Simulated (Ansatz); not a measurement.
Take Y in the hcp (Mg type) structure (space group P6_3/mmc, No. 194; relaxed with 0.1 eV smearing) as the base.

```
Y
1.0
    3.59431     0.00000     0.00000
   -1.79716     3.11277     0.00000
    0.00000     0.00000     5.60992
Y
2
Direct
  0.66667   0.33333   0.75000
  0.33333   0.66667   0.25000
```

Cartesian axes are those of the cell as printed.

All numbers come from Kohn–Sham DFT with the PBEsol functional, run in Ansatz (an electronic-structure program) with PAW and 420 eV plane waves, no SOC.

Strains are applied to the cell and any free atomic positions relax.

One change was made to it. Results:

```json
[
 {"quantity": "shortest interatomic distance", "base": "6.594 bohr", "after": "6.562 bohr"},
 {"quantity": "energy relative to the base (free energy F)", "base": "0 meV/atom", "after": "+0.3 meV/atom"},
 {"quantity": "pressure (mean of the normal stresses, compression positive)", "base": "0.0 GPa", "after": "0.0 GPa"}
]
```

Task: Which change produced these results?
(A) tensor shear ε_xz = +0.86 %
(B) tensor shear ε_xz = +0.57 %
(C) tensor shear ε_xz = +0.29 %
(D) tensor shear ε_xz = +2.00 %
(E) tensor shear ε_xz = +1.71 %

Result: B, tensor shear ε_xz = +0.57 %. For comparison, the shortest interatomic distance in the other runs: tensor shear ε_xz = +1.71 % gives 6.504 bohr; tensor shear ε_xz = +0.29 % gives 6.578 bohr; tensor shear ε_xz = +2.00 % gives 6.489 bohr; tensor shear ε_xz = +0.86 % gives 6.547 bohr.

No phonon test of stability was made. All final runs are without spin polarisation.
